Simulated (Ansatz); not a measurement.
# Hypothetical P6_422 GaN, response to strain

Base system: GaN (space group P6_422, No. 181; a hypothetical phase, not in the database extracts checked).

```yaml
crystal:
  lattice:
    - [3.12514, 0.00000, 0.00000]
    - [-1.56257, 2.70645, 0.00000]
    - [0.00000, 0.00000, 7.35867]
  atoms:
    - { symbol: Ga, position: [0.50000, 0.50000, 0.16667] }
    - { symbol: Ga, position: [0.50000, 0.00000, 0.50000] }
    - { symbol: Ga, position: [0.00000, 0.50000, 0.83333] }
    - { symbol: N, position: [0.50000, 0.50000, 0.66667] }
    - { symbol: N, position: [0.50000, 0.00000, 0.00000] }
    - { symbol: N, position: [0.00000, 0.50000, 0.33333] }
```

Cartesian axes are those of the cell as printed.

Strains are applied to the cell and any free atomic positions relax.

Computed with PBEsol/PAW in Ansatz (a first-principles code), without spin-orbit coupling.

Notes on the quantities. pressure: mean of the normal stresses, compression positive.

| case | electron mass | gap character | band gap | pressure |
|---|---|---|---|---|
| base | 0.14 mₑ (at Γ) | indirect, A → Γ | 1.47 eV | 0.01 GPa |
| isotropic strain +4.69 % | 0.045 mₑ along c, 0.057 mₑ across (at Γ) | – | 0.31 eV | -20.28 GPa |
| uniaxial strain ε_xx = +5.06 % | 0.094 mₑ along z, 0.11 mₑ across (at Γ) | indirect, Σ₀–Γ (88 % along) → Γ | 0.92 eV | -8.27 GPa |
| uniaxial strain ε_zz = −2.09 % | 0.15 mₑ (at Γ) | indirect, Γ–M (13 % along) → Γ | 1.57 eV | 5.03 GPa |
| tensor shear ε_yz = +0.85 % | 0.14 mₑ (at Γ) | indirect, A → Γ | 1.47 eV | 0.04 GPa |

Effective masses come from finite differences of ±0.01 Å⁻¹. Stability against distortions was not tested. The base started in P3_121 and relaxed to P6_422 at this level. k-point labels follow each cell's own Brillouin zone.
